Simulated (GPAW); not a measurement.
# Worked example: self-consistent single point of AlNi₃ (Pm-3m, 4 atoms in the cell) in GPAW

Level of theory: PBE, GPAW PAW datasets PBE (gpaw-data 1.0.1) (plane waves; GPAW).

Input as run:

```python
from ase import Atoms
from ase.units import GPa
from gpaw import GPAW

atoms = Atoms(['Al', 'Ni', 'Ni', 'Ni'],
              cell=[[3.528687, 0.000000, 0.000000],
                    [0.000000, 3.528687, 0.000000],
                    [0.000000, 0.000000, 3.528687]],
              scaled_positions=[[0.000000, 0.000000, 0.000000],
                                [0.000000, 0.500000, 0.500000],
                                [0.500000, 0.000000, 0.500000],
                                [0.500000, 0.500000, 0.000000]],
              pbc=True)

atoms.set_initial_magnetic_moments([0.0, 2.0, 2.0, 2.0])

calc = GPAW(spinpol=True,
            mode={'name': 'pw', 'ecut': 850},
            xc='PBE',
            kpts={'size': (8, 8, 8), 'gamma': True},
            occupations={'name': 'methfessel-paxton', 'width': 0.1, 'order': 0},
            nbands=-8,
            convergence={'density': 1e-05, 'energy': 1e-05},
            symmetry={'symmorphic': False, 'tolerance': 0.0005},
            maxiter=150)

atoms.calc = calc

energy = atoms.get_potential_energy()
print('Energy (eV):', round(energy, 6))
forces = atoms.get_forces()
print('Forces (eV/Ang):')
print(forces.round(5))
stress = atoms.get_stress()
print('Stress (GPa, Voigt):', (stress / GPa).round(4))
```

Output, abridged:

```
Input parameters:
  convergence: {density: 1e-05,
                energy: 1e-05}
  kpts: {gamma: True,
         size: (8, 8, 8)}
  maxiter: 150
  mode: {ecut: 850,
         name: pw}
  nbands: -8
  occupations: {name: methfessel-paxton,
                order: 0,
                width: 0.1}
  spinpol: True
  symmetry: {symmorphic: False,
             tolerance: 0.0005}
  xc: PBE

species:
  Al:
    name: Aluminium
    Z: 13.0
    valence: 3
    core: 10
    charge: 0.0
    file: Al.PBE.gz

    # Using partial waves for Al as LCAO basis

  Ni:
    name: Nickel
    Z: 28.0
    valence: 16
    core: 12
    charge: 0.0
    file: Ni.PBE.gz

    # Using partial waves for Ni as LCAO basis

Reference energy: -130707.418607  # eV

Spin-polarized calculation.
Initial magnetic moment: 6.000000

Convergence criteria:
 Maximum [total energy] change in last 3 cyles: 1e-05 eV / valence electron
 Maximum integral of absolute [dens]ity change: 1e-05 electrons / valence electron
 Maximum integral of absolute [eigenst]ate change: 4e-08 eV^2 / valence electron
 Maximum number of scf [iter]ations: 150

Symmetries present (total): 48
Symmetries with fractional translations: 0
512 k-points: 8 x 8 x 8 Monkhorst-Pack grid + [1/16,1/16,1/16]
35 k-points in the irreducible part of the Brillouin zone
       k-points in crystal coordinates                weights
   0:     0.00000000    0.00000000    0.00000000          1/512
   1:     0.12500000    0.00000000    0.00000000          6/512
   2:     0.12500000    0.12500000    0.00000000         12/512
   [... 7 lines left out ...]
          ...
  34:     0.50000000    0.50000000    0.50000000          1/512

Wave functions: Plane wave expansion
  Cutoff energy: 850.000 eV
  Number of coefficients (min, max): 2440, 2517
  Pulay-stress correction: 0.000000 eV/Ang^3 (de/decut=0.000000)

Occupation numbers: Methfessel-Paxton:
  width: 0.1000  # eV
  order: 0

Eigensolver

Densities:
  Coarse grid: 24*24*24 grid
  Fine grid: 48*48*48 grid
  Total Charge: 0.000000

Density mixing:
  Method: difference
  Backend: pulay
  Linear mixing parameter: 0.05
  old densities: 5
  Damping of long wavelength oscillations: 50

Hamiltonian:
  XC and Coulomb potentials evaluated on a 48*48*48 grid
  External potential:
    NoExternalPotential

XC parameters: PBE with 2 nearest neighbor stencil

Number of atoms: 4
Number of atomic orbitals: 40
Number of bands in calculation: 36
Number of valence electrons: 51
Bands to converge: occupied

Density initialized from atomic densities
  36 bands from LCAO basis set

Atomic positions and initial magnetic moments

Positions:
   0 Al     0.000000    0.000000    0.000000    ( 0.0000,  0.0000,  0.0000)
   1 Ni     0.000000    1.764344    1.764344    ( 0.0000,  0.0000,  2.0000)
   2 Ni     1.764344    0.000000    1.764344    ( 0.0000,  0.0000,  2.0000)
   3 Ni     1.764344    1.764344    0.000000    ( 0.0000,  0.0000,  2.0000)

Unit cell:
           periodic     x           y           z      points  spacing
  1. axis:    yes    3.528687    0.000000    0.000000    24     0.1470
  2. axis:    yes    0.000000    3.528687    0.000000    24     0.1470
  3. axis:    yes    0.000000    0.000000    3.528687    24     0.1470

  Lengths:   3.528687   3.528687   3.528687
  Angles:   90.000000  90.000000  90.000000

Effective grid spacing dv^(1/3) = 0.1470

     iter     time        total  log10-change:  magmom
                         energy   eigst   dens
iter:   1 --:--:--   -25.429316                   +6.0094
iter:   2 --:--:--   -26.791013   -0.25  -1.69    +2.9861
iter:   3 --:--:--   -27.112935   -0.83  -1.72    +0.9260
iter:   4 --:--:--   -27.157771   -1.73  -1.81    +0.9821
iter:   5 --:--:--   -27.285411   -1.71  -1.93    +0.8683
iter:   6 --:--:--   -27.291302   -2.42  -2.37    +0.7820
iter:   7 --:--:--   -27.301368   -2.73  -2.39    +0.7719
iter:   8 --:--:--   -27.293797   -3.29  -2.60    +0.7715
iter:   9 --:--:--   -27.293626   -4.28  -2.75    +0.7683
iter:  10 --:--:--   -27.292832   -4.60  -2.82    +0.7594
iter:  11 --:--:--   -27.292695   -4.98  -3.24    +0.7542
iter:  12 --:--:--   -27.292676c  -5.50  -4.22    +0.7531
iter:  13 --:--:--   -27.292669c  -5.81  -4.22    +0.7525
iter:  14 --:--:--   -27.292667c  -6.11  -4.37    +0.7522
iter:  15 --:--:--   -27.292667c  -6.38  -4.43    +0.7521
iter:  16 --:--:--   -27.292668c  -6.67  -4.90    +0.7522
iter:  17 --:--:--   -27.292669c  -6.92  -4.98    +0.7522
iter:  18 --:--:--   -27.292669c  -7.19  -5.51c   +0.7522
iter:  19 --:--:--   -27.292669c  -7.45c -5.55c   +0.7523

Converged after 19 iterations.

Dipole moment: (-0.000000, -0.000000, -0.000000) |e|*Ang

Total magnetic moment: (0.000000, 0.000000, 0.752251)
Local magnetic moments:
   0 Al ( 0.000000,  0.000000, -0.013871)
   1 Ni ( 0.000000,  0.000000,  0.278840)
   2 Ni ( 0.000000,  0.000000,  0.278840)
   3 Ni ( 0.000000,  0.000000,  0.278840)

Energy contributions relative to reference atoms: (reference = -130707.418607)

Kinetic:        +28.740968
Potential:      -19.499028
External:        +0.000000
XC:             -36.779058
Entropy (-ST):   -0.016396
Local:           +0.252647
SIC:             +0.000000
--------------------------
Free energy:    -27.300867
Extrapolated:   -27.292669

Spin contamination: 0.095221 electrons
Showing only first 2 kpts
                      Up                     Down
 Kpt  Band  Eigenvalues  Occupancy  Eigenvalues  Occupancy
  0    23      8.85836    0.83413      9.32911    0.00000
  0    24      8.85836    0.83413      9.32911    0.00000
  0    25      9.68557    0.00000      9.64866    0.00000
  0    26      9.68557    0.00000      9.64866    0.00000

  1    23      8.58657    1.00000      8.88980    0.70056
  1    24      8.85854    0.83349      9.02249    0.08841
  1    25      9.00334    0.14014      9.32931    0.00000
  1    26     10.35285    0.00000     10.43855    0.00000

Fermi level: 8.92699

No gap
No difference between direct/indirect transitions
Energy (eV): -27.292669

Forces in eV/Ang:
  0 Al   -0.00000    0.00000   -0.00000
  1 Ni    0.00000    0.00000    0.00000
  2 Ni    0.00000    0.00000    0.00000
  3 Ni    0.00000    0.00000   -0.00000

Stress tensor:
    -0.049722    -0.000000     0.000000
    -0.000000    -0.049722     0.000000
     0.000000     0.000000    -0.049722
Stress (GPa, Voigt): [-7.9664 -7.9664 -7.9664  0.      0.     -0.    ]
```

The run converged in 19 iterations. GPAW prints stress with tension positive.

The starting cell comes from a database of computed structures (which also holds hypothetical and non-ambient phases and stackings), without a prior relaxation at this level. Its lattice was rescaled by a random factor within 2.5 % of one. The moments shrank to a small part of their start, a low-spin state that need not be the lowest. With a pressure of about 8 GPa the cell is away from its equilibrium volume at this level.

Cost on one core of a shared machine: roughly 2 min.
